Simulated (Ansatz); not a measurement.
The reference is GaN in the zinc blende structure (space group F-43m, No. 216; a = 4.5485 Å).

(Cell as relaxed with PBE.)

Levels (all Ansatz, an electronic-structure program, PAW): PBE (420 eV, no spin-orbit coupling); PBEsol (420 eV, spin-orbit coupling left out).

Each level relaxes its own structure.

```tsv
base	PBE	PBEsol
volume per atom	11.76 Å³	11.38 Å³
lattice parameter a	4.549 Å	4.498 Å
band gap	1.54 eV	1.70 eV
```

The change: full substitution Ga → B; the structure is relaxed again.

```tsv
quantity	PBE	PBEsol
shortest interatomic distance	1.570 Å	(withheld)
shift of the gap caused by the change	+2.92 eV	(withheld)
smallest direct gap	8.79 eV	(withheld)
band gap	4.46 eV	(withheld)
```

Given the PBE results, estimate those of PBEsol.


- shortest interatomic distance, PBEsol: 1.561 Å
- shift of the gap caused by the change, PBEsol: +2.60 eV
- smallest direct gap, PBEsol: 8.81 eV
- band gap, PBEsol: 4.30 eV

PBE's shortest interatomic distance lies 0.0082 Å above PBEsol's (0.5 %); PBE's shift of the gap caused by the change lies 0.327 eV above PBEsol's; PBE's smallest direct gap lies 0.014 eV below PBEsol's; PBE's band gap lies 0.16 eV above PBEsol's. Neither level is exact; PBEsol is the comparison here, not a measurement.

Whether these cells are dynamically stable was not tested. This is not the structure that GaN has at room temperature and ambient pressure.
